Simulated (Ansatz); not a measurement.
The starting structures come from a database of crystals and need not be the phases stable at ambient conditions.

Tunnelling through a barrier is set by its complex band structure: the current falls as exp(−2κd) with the smallest κ.

Data:

```
CELL_PARAMETERS angstrom
      5.77276     0.00000     0.00000
      0.00000     8.24179     0.00000
      0.00000     0.00000     8.24179
ATOMIC_POSITIONS crystal
  Pb 0.80777 0.50000 0.22399
  Pb 0.30777 0.72399 0.00000
  Pb 0.80777 0.50000 0.77601
  Pb 0.30777 0.27601 0.00000
  Pb 0.69223 0.00000 0.72399
  Pb 0.19223 0.77601 0.50000
  Pb 0.69223 0.00000 0.27601
  Pb 0.19223 0.22399 0.50000
  O  0.08529 0.50000 0.00000
  O  0.58529 0.50000 0.00000
  O  0.41471 0.00000 0.50000
  O  0.91471 0.00000 0.50000
  F  0.50000 0.28898 0.71102
  F  0.00000 0.21102 0.21102
  F  0.50000 0.71102 0.28898
  F  0.00000 0.78898 0.78898
  F  0.00000 0.21102 0.78898
  F  0.50000 0.28898 0.28898
  F  0.00000 0.78898 0.21102
  F  0.50000 0.71102 0.71102
```

The cell was relaxed by PBE-D3(BJ); by PBEsol it stands under a pressure of -2.0 GPa.

Transport runs along the normal of the first two printed cell vectors, the (100) plane of the conventional cell.

The gap is the functional's own, uncorrected, and κ follows it; spin-orbit coupling is left out. Mid-gap means the computed energy nearest the middle.

Task: Estimate the band gap and the smallest decay constant κ at mid-gap that PBEsol in Ansatz (a quantum-chemistry and plane-wave program) returns for this system.

Result: Gap 2.78 eV on a 6×4×4 mesh; κ = 0.307 1/Å, at the zone centre.
